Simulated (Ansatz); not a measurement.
An Ansatz (a quantum-chemistry and plane-wave program) input (plane-wave PAW DFT at the PBE level (Ansatz, 420 eV), no SOC, earlier PAW set):

Ansatz 0.2 input:
```yaml
crystal:
  lattice:
    - [0, 2.8640577615, 2.8640577615]
    - [2.8640577615, 0, 2.8640577615]
    - [2.8640577615, 2.8640577615, 0]
  atoms:
    - { symbol: As, position: [0.75, 0.75, 0.75] }
    - { symbol: Al, position: [0, 0, 0] }
basis: { ecutwfc: 420, ecutrho_ratio: 4, xc_grid: 2, fft_grid_basis: typed }
kpoints: { mp_grid: { grid: [10, 10, 10] } }
hamiltonian:
  xc: pbe
  dispersion: none
  pseudopotentials: { azcp: { folder: ./paw }, kind: paw }
scf: { occupations: { method: fermi_dirac, width: 0.05 }, convergence: { dr2_threshold: 0.0000000002 } }
output: { forces: true, stress: true }
```

Task: Which symmetry and how many k-points will the program report, and about how many plane waves at Γ?

Result: Space group F-43m (ITA 216) with 24 operations, k-points 47 of 1000, and 941 plane waves at Γ.

Stability against distortions was not tested. The cell is AlAs in the zinc blende structure (space group F-43m, No. 216).
